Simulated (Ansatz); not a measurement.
Consider BAs (space group P4_2/mnm, No. 136; a = 5.8372 Å, c = 3.3617 Å; a hypothetical phase, not in the database extracts checked). Axes: x, y, z lie along a, b, c of the conventional cell.

Modification: uniaxial stress, 3 GPa compression along z; all other stress components relax to zero.

Levels (all Ansatz, an electronic-structure program, PAW): PBEsol (420 eV, no spin-orbit coupling); r2SCAN (500 eV, no SOC); HSE06 (420 eV, no spin-orbit coupling).

One geometry, relaxed with PBEsol, under each level:

| level | band gap | lowest conduction level above the VBM at special points | pressure |
|---|---|---|---|
| PBEsol | 0.60 eV | A 1.09 eV; Γ 1.29 eV; R 1.46 eV; Z 1.68 eV | 10.0 kbar |
| r2SCAN | 0.85 eV | A 1.35 eV; Γ 1.56 eV; R 1.73 eV; Z 1.99 eV | 23.1 kbar |
| HSE06 | 1.29 eV | A 1.84 eV; Γ 2.05 eV; R 2.22 eV | – |

Single points use the geometry relaxed with PBEsol. Their cutoffs differ, which shifts pressures a little. HSE06 was sampled on its mesh, a few special points and the semilocal edge points, so its gap is an upper bound. Load acts through the strain it causes; cell and atoms are relaxed under it. Stability under load was not tested beyond the relaxation.
